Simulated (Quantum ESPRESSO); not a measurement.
A self-consistent single point of FePt (P4/mmm, 2 atoms in the cell) with Quantum ESPRESSO.

Computed with PBEsol, GBRV 1.5 ultrasoft (PBESOL) pseudopotentials (plane waves; Quantum ESPRESSO).

```
CELL_PARAMETERS angstrom
      2.68708     0.00000     0.00000
      0.00000     2.68708     0.00000
      0.00000     0.00000     3.68130
ATOMIC_POSITIONS crystal
  Fe 0.00000 0.00000 0.00000
  Pt 0.50000 0.50000 0.50000
```
Moments meant for the start (each program seeds them in its own way; μB, in the order of the atoms Fe Pt): 4.0 1.0.

Reference input (self-consistent single point, DFT, PBE, plane waves, GBRV 1.5 ultrasoft (PBE) pseudopotentials): ecutwfc = 50 Ry; ecutrho = 400 Ry; occupations = smearing; smearing = gaussian; degauss = 0.0073499 Ry; nspin = 2; potentials = {Fe: fe_pbe_v1.5.uspp.F.UPF, Pt: pt_pbe_v1.4.uspp.F.UPF}; K_POINTS = automatic 12 12 9 0 0 0; conv_thr = 1e-10 Ry; mixing_beta = 0.4. This run's input differs from it in these lines:

```diff
@@ -25,4 +25,4 @@
 ATOMIC_SPECIES
-Fe    55.8450  fe_pbe_v1.5.uspp.F.UPF
-Pt   195.0840  pt_pbe_v1.4.uspp.F.UPF
+Fe    55.8450  fe_pbesol_v1.5.uspp.F.UPF
+Pt   195.0840  pt_pbesol_v1.4.uspp.F.UPF
 CELL_PARAMETERS angstrom
```

Output (repeated stretches shortened):

```
     Self-consistent Calculation

     iteration #  1     ecut=    50.00 Ry     beta= 0.40

     negative rho (up, down):  9.017E-02 8.208E-02

     total energy              =    -458.06982798 Ry
     estimated scf accuracy    <       6.89157840 Ry

     total magnetization       =     1.76 Bohr mag/cell
     absolute magnetization    =     1.83 Bohr mag/cell

     iteration #  2     ecut=    50.00 Ry     beta= 0.40

     negative rho (up, down):  9.100E-02 8.396E-02

     total energy              =    -459.18893648 Ry
     estimated scf accuracy    <      16.87933031 Ry

     total magnetization       =     0.99 Bohr mag/cell
   [... lines left out ...]

     iteration # 13     ecut=    50.00 Ry     beta= 0.40

     negative rho (up, down):  8.810E-02 8.415E-02

     total energy              =    -460.78388362 Ry
     estimated scf accuracy    <          1.2E-10 Ry

     total magnetization       =     3.26 Bohr mag/cell
     absolute magnetization    =     3.42 Bohr mag/cell

     iteration # 14     ecut=    50.00 Ry     beta= 0.40

     negative rho (up, down):  8.810E-02 8.415E-02

     Magnetic moment per site  (integrated on atomic sphere of radius R)
     atom   1 (R=0.406)  charge= 14.7105  magn=  2.9222
     atom   2 (R=0.406)  charge= 13.7206  magn=  0.3870
     End of self-consistent calculation

     Number of k-points >= 100: set verbosity='high' to print the bands.

     the Fermi energy is    20.7495 ev

!    total energy              =    -460.78388362 Ry
     estimated scf accuracy    <          2.2E-11 Ry
     smearing contrib. (-TS)   =      -0.00056140 Ry
     internal energy E=F+TS    =    -460.78332222 Ry

     total magnetization       =     3.26 Bohr mag/cell
     absolute magnetization    =     3.42 Bohr mag/cell

     convergence has been achieved in  14 iterations

     negative rho (up, down):  8.810E-02 8.415E-02

     Forces acting on atoms (cartesian axes, Ry/au):

     atom    1 type  1   force =     0.00000000    0.00000000    0.00000000
     atom    2 type  2   force =     0.00000000    0.00000000    0.00000000

     Total force =     0.000000     Total SCF correction =     0.000000

     negative rho (up, down):  8.810E-02 8.415E-02
          total   stress  (Ry/bohr**3)                   (kbar)     P=       25.08
   0.00015252   0.00000000   0.00000000           22.44        0.00        0.00
   0.00000000   0.00015252   0.00000000            0.00       22.44        0.00
   0.00000000   0.00000000   0.00020649            0.00        0.00       30.38

   JOB DONE.
```

The run converged in 14 iterations. Against the reference run the pressure goes from 12.49 to 2.51 GPa and the size of the net moment stays at 1.63 μB/atom.

The starting cell comes from a database of computed structures (which also holds hypothetical and non-ambient phases and stackings), without a prior relaxation at this level. Its lattice was rescaled by a random factor within 2.5 % of one. The magnetic order is the one reached from the typed start; others were not searched systematically.

Cost on one core of a shared machine: roughly 2 min.
